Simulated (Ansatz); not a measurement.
Take AlN in the rock salt structure (space group Fm-3m, No. 225; a cell from a computed database, its experimental status unchecked) as the base.

```
AlN
1.0
    0.00000     2.02262     2.02262
    2.02262     0.00000     2.02262
    2.02262     2.02262     0.00000
Al N
1 1
Direct
  0.50000   0.50000   0.50000
  0.00000   0.00000   0.00000
```

Levels (all Ansatz, a quantum-chemistry and plane-wave program, PAW): PBEsol (420 eV, no spin-orbit coupling); r2SCAN (500 eV, no SOC).

The geometry is relaxed with PBEsol.

- PBEsol electron mass: 0.58 mₑ along k, 0.33 mₑ across (at X)
- PBEsol smallest direct gap: 5.63 eV
- PBEsol lowest conduction level above the VBM at special points: X 4.55 eV; Γ 5.63 eV; U 5.76 eV; K 5.76 eV

With r2SCAN at the same geometry, the electron mass becomes 0.57 mₑ along k, 0.34 mₑ across (at X) (PBEsol: 0.58 mₑ along k, 0.33 mₑ across (at X)); the smallest direct gap goes up by 0.82 eV, from 5.63 eV to 6.45 eV; the lowest conduction level above the VBM at special points becomes X 5.47 eV; Γ 6.45 eV; U 6.70 eV; K 6.70 eV (PBEsol: X 4.55 eV; Γ 5.63 eV; U 5.76 eV; K 5.76 eV).

Single points use the geometry relaxed with PBEsol. Masses are band curvatures over ±0.01 Å⁻¹ around the edge. Along k means along the line from Γ to the band edge. Stability against distortions was not tested. This is not the structure that AlN has at room temperature and ambient pressure.
